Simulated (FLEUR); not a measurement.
Band structure of Zn3Ir (I4/mmm, 4 atoms in the cell).

```
CELL_PARAMETERS angstrom
     -1.85258     1.85258     4.03130
      1.85258    -1.85258     4.03130
      1.85258     1.85258    -4.03130
ATOMIC_POSITIONS crystal
  Zn 0.75000 0.25000 0.50000
  Zn 0.25000 0.75000 0.50000
  Zn 0.50000 0.50000 0.00000
  Ir 0.00000 0.00000 0.00000
```

Computed with PBEsol, all-electron FLAPW (FLEUR), scalar-relativistic valence.

Settings: Kmax = 4.4 1/bohr; GmaxXC = 13.2 1/bohr; xcFunctional = PBEs; jspins = 1; l_soc = F; mode = hist; fermiSmearingEnergy = 0.00999582 Htr; mesh (inpgen div1-3) = 8 8 8; inpgen gamma flag = true; Gmax = 13.2 1/bohr; numbands = 0; maxIterBroyd = 15; imix = Anderson; alpha = 0.05.

The starting cell comes from a database of computed structures (which also holds hypothetical and non-ambient phases and stackings), without a prior relaxation at this level. Its lattice was rescaled by a random factor within 2.5 % of one. Spin-orbit coupling is off. Spin polarisation is off. Values depend on the basis (sphere radii, cutoffs, local orbitals), which need not be converged.

Levels in eV from the Fermi level, bands 23 to 30:
```
point     23     24     25     26     27    28    29    30
-----  -----  -----  -----  -----  -----  ----  ----  ----
Γ      -2.36  -1.04  -0.94   4.25   4.25  4.36  4.44  5.21
X      -2.44  -2.43  -1.82  -0.83   0.11  2.99  3.03  6.19
Y      -2.32  -2.23  -1.65  -0.71   0.53  3.50  4.26  6.47
S      -1.93  -1.55  -1.29  -0.93   3.90  4.76  5.35  7.01
Z      -1.31  -1.31  -0.98   0.42   0.42  5.56  6.28  8.52
S1     -1.93  -1.55  -1.29  -0.93   3.90  4.76  5.35  7.01
N      -1.95  -1.62  -0.91  -0.87   2.35  5.32  6.03  6.90
P      -2.16  -2.16  -0.83  -0.39  -0.14  2.85  4.22  4.22
Y1     -2.32  -2.23  -1.65  -0.71   0.53  3.50  4.26  6.47
```
